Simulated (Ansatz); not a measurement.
**Ag, pressure series**

The parent structure is Ag in the fcc (Cu type) structure (space group Fm-3m, No. 225; a = 4.054 Å).

Cell and atoms are relaxed at each pressure.

Computed with PBEsol in Ansatz (plane waves to 420 eV, PAW, no spin-orbit coupling).

Notes on the quantities. enthalpy: H = E + PV relative to the base's energy.

| variant | enthalpy | lattice parameter a |
|---|---|---|
| base | – | 4.054 Å |
| pressure −2 GPa | -0.21 eV/atom | 4.078 Å |
| pressure −1 GPa | -0.10 eV/atom | 4.066 Å |
| pressure 0.9 GPa | +0.09 eV/atom | 4.045 Å |
| pressure 2.1 GPa | +0.22 eV/atom | 4.032 Å |
| pressure 4.5 GPa | +0.46 eV/atom | 4.008 Å |
| pressure 9 GPa | +0.91 eV/atom | 3.970 Å |
| pressure 15 GPa | +1.48 eV/atom | 3.927 Å |
| pressure 22.5 GPa | +2.18 eV/atom | 3.881 Å |
| pressure 30 GPa | +2.85 eV/atom | ___ |

**Question.** Fill in the withheld entries from the trend.

**Answer.** 
- pressure 30 GPa, lattice parameter a: 3.843 Å

Load acts through the strain it causes; cell and atoms are relaxed under it. No phonon test of stability was made. No other phases were tried under pressure.

Ansatz is an electronic-structure program.
